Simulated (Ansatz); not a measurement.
Results of LDA in Ansatz (PAW) for BeSe (model structure, started from the NiAs type, P6₃/mmc, No. 194, 4 atoms in the cell).

Run with plane-wave cutoff 520 eV, 18×18×12 k mesh (along the axes of the cell as run), Fermi–Dirac smearing 0.05 eV, scalar-relativistic PAW data made under PBE.

Cell (relaxed at this level):

BeSe is taken in the hexagonal space group P6₃/mmc (No. 194), the NiAs type structure, Pearson symbol hP4. Lattice parameters: a = b = 3.4541 Å, c = 5.4569 Å, α = β = 90.00°, γ = 120.00°. Be on 2a sees 6 Se at 2.416 Å (octahedral). Se on 2c has 6 Be at 2.416 Å. (Neighbours: up to the widest gap in distance over summed covalent radii, below 1.35, at either atom; cation-cation and far metal-metal contacts left out.)

**Question.** What does this level give for the band gap and bulk modulus B0?

**Answer.** 
- band gap: 0.49 eV (on the SCF k mesh)
- bulk modulus B0: 99.6 GPa

Note: the bulk modulus is −V dP/dV from two relaxed cells at ±2 % in volume; the relaxation could raise the start's symmetry but not lower it, so the cell can be a saddle point.

Spin–orbit coupling is not included.

Computed values are for the static lattice.

Computing time: around 110 core-seconds (rough).

A model structure was made by putting elements into a prototype or built by hand; it is no filed structure, need not be a known phase, and can be a saddle point held by its symmetry.

Ansatz is an electronic-structure program.
